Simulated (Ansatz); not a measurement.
Results of r²SCAN in Ansatz (PAW) for white tin (β-Sn).

Numerical settings: plane-wave cutoff 560 eV, 20×20×20 k mesh, Fermi–Dirac smearing 0.05 eV, scalar-relativistic PAW data made under PBE.

Energies at three volumes about the minimum:

```
V (Å³/atom)  E − E_lowest (meV/atom)
-----------  -----------------------
27.038                          1.94
27.590                          0.00
28.142                          1.80
```

Q: Fit a parabola by hand: where is the minimum, and what is the bulk modulus?

A: Slopes: (0.00 − 1.94)/(27.590 − 27.038) = -3.514 and (1.80 − 0.00)/(28.142 − 27.590) = 3.261 meV/Å³. Curvature E″ = 2 × (3.261 − (-3.514))/(28.142 − 27.038) = 12.274 meV/Å⁶. From the middle of the first interval, the slope vanishes at V0 = 27.3140 − (-3.514)/12.274 = 27.600 Å³/atom. B = V0 E″ = 27.600 × 12.274 meV/Å³ × 0.1602 GPa per meV/Å³ = 54.3 GPa. The full Birch–Murnaghan fit to all volumes gives V0 = 27.591 Å³/atom and B0 = 54.2 GPa.

Shape and atoms are relaxed at each volume.

Measured, for comparison: bulk modulus 57.0 GPa (temperature not stated, no zero-point or thermal correction; as tabulated in Chen et al. (2023), arXiv:2209.05059). Computed less measured: bulk modulus -4.9 %.

Ansatz is a quantum-chemistry and plane-wave program.
